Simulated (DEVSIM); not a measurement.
Device: Pt/HfO2/SiO2/p-Si capacitor, at 300 K.

Layer 1 from the left is HfO2, thickness (nm) 2.90. Layer 2 from the left is SiO2, thickness (nm) 0.560. Layer 3 from the left is Si, thickness (nm) 550, Na (cm⁻³) 1.1e18.

Metal gate on the left, work function 5.6 eV. Fixed charge at the semiconductor interface -2.2e11 cm⁻² (in units of +e); interface traps 6.1e11 cm⁻² eV⁻¹, uniform in energy, neutral level at 0.5 of the gap above the valence band.

This is a model device: material constants are rounded textbook-type values typed into the input, and sizes, dopings and lifetimes were drawn at random. Values at 300 K.

HfO2: gap (eV) 5.7, affinity (eV) 2.5, permittivity 22. SiO2: gap (eV) 9, affinity (eV) 0.9, permittivity 3.9. Si: gap (eV) 1.124, affinity (eV) 4.05, permittivity 11.7, Nc (cm⁻³) 2.86e19, Nv (cm⁻³) 3.1e19.

Simulated with DEVSIM: 1D Poisson equation in equilibrium, Boltzmann statistics, complete ionisation; no quantum confinement or tunnelling. Metal contacts follow the ideal Schottky-Mott rule: no Fermi-level pinning, no interface dipoles.

What does the simulation give for the threshold voltage (band bending 2φF), the flat-band voltage?

threshold voltage (band bending 2φF) 1.68 V; flat-band voltage 0.51 V.
